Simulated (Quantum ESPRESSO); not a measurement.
## Equation of state of hcp Sc (space group 194): energy against volume (Quantum ESPRESSO, PBEsol)

```xyz
2
Lattice="3.1611 0.0000 0.0000 -1.5805 2.7376 0.0000 0.0000 0.0000 5.0329" Properties=species:S:1:pos:R:3 pbc="T T T"
Sc     1.5805     0.9125     3.7747
Sc     0.0000     1.8250     1.2582
```

Method of the run: PBEsol, GBRV 1.5 ultrasoft (PBESOL) pseudopotentials (plane waves; Quantum ESPRESSO). Settings: ecutwfc = 65 Ry; ecutrho = 520 Ry; occupations = smearing; smearing = fermi-dirac; degauss = 0.0036749 Ry; potentials = {Sc: sc_pbesol_v1.uspp.F.UPF}; K_POINTS = automatic 24 24 14 0 0 0; conv_thr = 1e-10 Ry; mixing_beta = 0.4. The cell above is the first row's. The rows scale it uniformly. In all rows fractional positions and the k mesh are held. E is the free energy at the stated smearing, counted from the lowest row.

```csv
V (Å^3/atom),E (meV/atom)
21.7764,30.47
22.2498,16.64
22.7232,7.18
23.1966,1.75
23.6700,0.00
24.1434,1.64
24.6168,6.38
25.0902,13.97
25.5636,?
```

**Question.** Using the third-order Birch-Murnaghan form, a cubic in V^(-2/3), estimate the missing E at V = 25.5636 from the other rows, showing the fit.

**Answer.** With u = V^(-2/3) - 0.122, the rows have u = 0.006236, 0.004410, 0.002648, 0.000947, -0.000698, -0.002289, -0.003829, -0.005320. Least squares gives E = 0.320 + 904.5·u + 642206·u² - 1906893·u³. Residuals (row less fit): -0.002, 0.005, -0.003, -0.001, -0.002, 0.003, 0.001, -0.001; standard error 0.004 (degrees of freedom: 4). Its minimum lies at u = -0.000702, so V0 = (0.121298)^(-3/2) = 23.67. There d²E/du² = 1292000 and d³E/du³ = -1.144e7, so B0 = (4/9) × 23.67^(-7/3) × 1292000 × 0.160218 = 57.2 GPa (the last factor turns the table's units into GPa), and B0' = 4 + (2/3) × 0.121298 × (-1.144e7)/1292000 = 3.3. The program's pressures in the fitted runs (not shown) pass through zero at V = 23.66, 0.03 % from this V0. At the withheld row, u = -0.006765, so E = 0.320 + 904.5 × (-0.006765) + 642206 × (-0.006765)² - 1906893 × (-0.006765)³ = 24.182 meV/atom. The calculation gives 24.17 meV/atom, 0.012 meV/atom below the prediction (under 0.05 % of the range of E in the table). The row lies outside the fitted rows, so this is an extrapolation. From the scatter of the fitted rows alone, a prediction at this place has a standard error of 0.009 meV/atom, so the miss is 1.4 times that.

Carrying the step between the two nearest rows on in a straight line would have given 21.56, off by 2.61; series whose last step already gives the withheld value aren't shown. The reference cell has the volume at which an earlier scan in this program and functional put its minimum by a fit; axis ratios and inner coordinates come from a measured-size cell. The runs keep the symmetry of the cell, so they don't test it for distortions. The shape of the cell and the inner coordinates aren't relaxed, so V0 and B0 belong to this uniform scaling; a relaxed crystal lies no higher in energy and is usually softer. Cutoffs and mesh are single choices, not tested for convergence of this quantity. Series with a scatter that would blur these digits, or in which a gap closes, are not shown. Nor are scans whose minimum lies at an end fitted in this form.
